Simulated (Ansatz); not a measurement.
## CdSe: uniaxial strain ε_zz = +1.20 %

Consider CdSe in the wurtzite structure (space group P6_3mc, No. 186; a = 4.3019 Å, c = 7.0210 Å). Axes: x lies along a and z along c of the hexagonal cell.

Modification: the cell is stretched by 1.20 % along z with no lateral relaxation, atoms relaxed at fixed cell.

All numbers come from PBEsol (Ansatz, a program for electronic structure), no spin-orbit coupling. k-mesh 9×9×5 (Γ-centred); smearing 0.05 eV (Fermi–Dirac).

The space group is still P6_3mc (No. 186) and the shortest interatomic distance increases by 0.9 pm to 264.2 pm. The energy grows by 1.0 meV/atom and the pressure (mean of the normal stresses, compression positive) goes from zero to -0.61 GPa. The band gap shrinks by 0.05 eV, from 0.54 eV to 0.49 eV and the gap character remains direct at Γ. The width of the top valence band stays essentially unchanged (1.75 eV against 1.73 eV) and the electron mass changes from 0.055 mₑ (at Γ) to 0.053 mₑ (at Γ). The valence-band top at Γ (three highest levels, from the VBM) becomes 0.00, 0.00, -0.10 eV (base: 0.00, 0.00, -0.05 eV) and the stress (xx, yy, zz, yz, xz, xy; compression positive) comes out as (-0.42, -0.42, -0.98, 0.00, 0.00, 0.00) GPa.

Final structure:

```yaml
crystal:
  lattice:
    - [4.30194, 0.00000, 0.00000]
    - [-2.15097, 3.72559, 0.00000]
    - [0.00000, 0.00000, 7.10528]
  atoms:
    - { symbol: Cd, position: [0.33333, 0.66667, 0.00132] }
    - { symbol: Cd, position: [0.66667, 0.33333, 0.50132] }
    - { symbol: Se, position: [0.33333, 0.66667, 0.37468] }
    - { symbol: Se, position: [0.66667, 0.33333, 0.87468] }
```

Effective masses come from finite differences of ±0.01 Å⁻¹. Whether these cells are dynamically stable was not tested.
